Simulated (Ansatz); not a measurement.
CdSe under load (space group P6_3mc), r2SCAN with spin-orbit coupling, rigid bands in Ansatz (an electronic-structure program). Condition of this run: hydrostatic pressure of 2.8 GPa (compression positive) (the target of the relaxation). Band gap 1.16 eV, N_c = 9.12e17 cm⁻³ and N_v = 1.97e19 cm⁻³ at 300 K, conductivity masses along x (a = (4.23, 0.00, 0.00) Å; b = (-2.12, 3.66, 0.00) Å; c = (0.00, 0.00, 6.91) Å) of 0.119 mₑ (electrons) and 0.786 mₑ (holes). Take k_BT = 0.02585 eV.

Task: What thermal injection velocity √(2k_BT/πm) limits a ballistic channel along the direction named?

Result: 1.56e7 cm/s for electrons and 6.07e6 cm/s for holes, a ratio of √(m_h/m_e) = 2.57, for dilute carriers.

Task: What built-in voltage has an abrupt junction with N_A = 1e16 and N_D = 1e17 cm⁻³, all dopants ionised?

Result: V_bi = E_g/e − (k_BT/e) ln(N_c N_v/(N_A N_D)) = 1.16 − 0.02585 × 9.80 = 0.91 V, for the computed gap.

Task: A film of it is 8 nm thick, with its normal along the direction named. Estimate the confinement energies in an infinite well.

Result: ħ²π²/(2m t²) = 0.376 eV·nm²/(m/mₑ × t²) gives 49.4 meV for electrons and 7.48 meV for holes, so the gap would widen to about 1.22 eV. Finite barriers and nonparabolic bands lower this, and with several valleys or bands the heaviest mass along the normal sets the lowest level, not this average.

Rigid bands with the computed gap; masses take one relaxation time for all states. Geometry: cell and atoms relaxed with PBEsol.
